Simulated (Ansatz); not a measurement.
Results of rVV10 in Ansatz (PAW) for CsCl-type CoGa.

Settings: plane-wave cutoff 520 eV, 20×20×20 k mesh, Fermi–Dirac smearing 0.05 eV, no spin polarisation, scalar-relativistic PAW data made under PBE.

Pressure at four volumes; x = ln(V/12.151 Å³). One pressure is withheld.

```json
[
 {"V (Å³/atom)": "11.422", "x": "-0.0619", "P (GPa)": "?"},
 {"V (Å³/atom)": "11.665", "x": "-0.0408", "P (GPa)": "7.68"},
 {"V (Å³/atom)": "12.151", "x": "0.0000", "P (GPa)": "-0.01"},
 {"V (Å³/atom)": "12.880", "x": "0.0583", "P (GPa)": "-8.65"}
]
```

Question: Pass a parabola P(x) through the three rows shown, estimate the bulk modulus and its pressure derivative near zero pressure, and predict the withheld pressure.

Answer: Slopes between the rows: (-0.01 − (7.68))/(0.0000 − (-0.0408)) = -188.48 and (-8.65 − (-0.01))/(0.0583 − (0.0000)) = -148.20 GPa. Their difference over the span 0.0991 is c = 40.28/0.0991 = 406.5 GPa, so P(x) = 7.68 + (-188.48)(x − (-0.0408)) + 406.5 (x − (-0.0408))(x − (0.0000)). At the middle row B = −dP/dx = −[-188.48 + 406.5 × 0.0408] = 171.9 GPa, and B′ = dB/dP = 2c/B = 4.7. At x = -0.0619 the parabola gives 12.19 GPa; the run gives 12.24 GPa. The Birch–Murnaghan fit to the energies at all volumes has B0 = 171 GPa and B′ = 4.8.

Ansatz is a quantum-chemistry and plane-wave program.
